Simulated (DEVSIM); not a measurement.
abrupt Si n-p junction

Structure: abrupt Si n-p junction, at 300 K.

```tsv
layer (left to right)	material	thickness (μm)	Nd (cm⁻³)	Na (cm⁻³)	τn (s)	τp (s)
1	Si	0.900	2e17	-	3.2e-5	3.2e-5
2	Si	7.00	-	2.8e16	3.2e-5	3.2e-5
```

Left contact: ohmic. Right contact: ohmic. Voltage is applied to the left contact. Recombination: SRH at mid-gap, Auger. Mobility is μmin + (μ − μmin)/(1 + (N/Nref)^α).

Constants are typed, rounded textbook-type inputs, not results; the design itself was drawn at random and stands for no fabricated device. Values at 300 K.

```csv
parameter,Si
gap (eV),1.124
affinity (eV),4.05
permittivity,11.7
Nc (cm⁻³),2.86e19
Nv (cm⁻³),3.1e19
μn (cm²/Vs),1417
μp (cm²/Vs),470
"μn,min",52
"μp,min",45
"Nref,n",9.7e16
"Nref,p",2.2e17
αn,0.68
αp,0.72
Cn (cm⁶/s),2.8e-31
Cp (cm⁶/s),9.9e-32
```

Simulated with DEVSIM: 1D drift-diffusion, Boltzmann statistics, complete ionisation; no tunnelling, impact ionisation, image-force lowering or self-heating.

```json
{
  "potential_step_across_the_device_at_zero_bias": "0.814 V",
  "largest_field_in_the_device_at_zero_bias": "76000 V/cm",
  "Dark forward voltage at 1 A/cm²": "0.625 V",
  "Dark forward voltage at 100 A/cm²": "0.753 V"
}
```

Small-signal capacitance in reverse bias (quasi-static):

```json
[
 {"V (V)": "0.4", "C (nF/cm²)": "41.9"},
 {"V (V)": "1", "C (nF/cm²)": "34.0"},
 {"V (V)": "2", "C (nF/cm²)": "27.2"},
 {"V (V)": "3", "C (nF/cm²)": "23.3"},
 {"V (V)": "4", "C (nF/cm²)": "20.7"},
 {"V (V)": "6", "C (nF/cm²)": "17.4"}
]
```

Dark forward current:

(V (V), J (A/cm²)): (-0.05, -2.7e-10); (-0.10, -1.8e-9); (-0.20, -7.7e-8); (-0.25, -5.2e-7); (-0.35, -2.5e-5); (-0.40, -0.00017); (-0.45, -0.0012); (-0.55, -0.056); (-0.60, -0.39); (-0.65, -2.6); (-0.75, -92); (-0.80, -330); (-0.90, -1700); (-0.95, -2800)
